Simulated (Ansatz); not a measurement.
The parent structure is TiGeO3 (space group R-3, No. 148; a cell from a computed database, its experimental status unchecked; layered, stacked along the Cartesian z axis).

```
CELL_PARAMETERS angstrom
      2.48852     1.43675     6.58279
     -2.48852     1.43675     6.58279
      0.00000    -2.87350     6.58279
ATOMIC_POSITIONS crystal
  Ti 0.17267 0.17267 0.17267
  Ti 0.82733 0.82733 0.82733
  Ge 0.39709 0.39709 0.39709
  Ge 0.60291 0.60291 0.60291
  O  0.78862 0.10592 0.44416
  O  0.21138 0.89408 0.55584
  O  0.10592 0.44416 0.78862
  O  0.89408 0.55584 0.21138
  O  0.44416 0.78862 0.10592
  O  0.55584 0.21138 0.89408
```

Cartesian axes are those of the cell as printed.

The values are results of PBEsol, PAW, 420 eV (Ansatz, a first-principles code; without spin-orbit coupling), not measurements.

For the base:

The valence-band top at Γ comes out as 0.00, -2.15, -2.15 eV.

It is then changed as follows: uniaxial strain ε_zz = −0.35 %, all other strain components held at zero; the atoms relax in the strained cell.

How does this affect the valence-band top at Γ?

The valence-band top at Γ (three highest levels, from the VBM) becomes 0.00, -2.16, -2.16 eV (base: 0.00, -2.15, -2.15 eV).

What does the calculation give for the energy relative to the base after the change?

The energy stays essentially unchanged.

Predict the new stress.

The stress (xx, yy, zz, yz, xz, xy; compression positive) amounts to (0.02, 0.02, 0.06, 0.00, 0.00, 0.00) GPa.

The levels and masses belong to the bands next to the band gap. Whether these cells are dynamically stable was not tested. All final runs are without spin polarisation. No dispersion term is included in the PBEsol runs.
